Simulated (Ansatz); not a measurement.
KCSN (Pbcm, No. 57) was calculated with r²SCAN+rVV10 (Ansatz, an electronic-structure program, plane waves, PAW).

Run with plane-wave cutoff 560 eV, 6×6×6 k mesh, Fermi–Dirac smearing 0.01 eV, scalar-relativistic PAW data made under PBE.

Equation-of-state points:

| V (Å³/atom) | E − E_lowest (meV/atom) |
|---|---|
| 19.373 | 2.26 |
| 19.777 | 0.54 |
| 20.180 | 0.00 |
| 20.584 | 0.50 |
| 20.988 | 1.92 |

### Question
What bulk modulus B0 and pressure derivative B′ does a third-order Birch–Murnaghan fit give?

### Answer
V0 = 20.180 Å³/atom, B0 = 20.7 GPa, B′ = 5.2 (fit to the energies at full precision).

Shape and atoms are relaxed at each volume.

Note: the volume lies 6 % below that of the published cell; the bulk modulus comes from volumes at which shape and atoms were relaxed.

Static lattice: no zero-point or thermal effects.
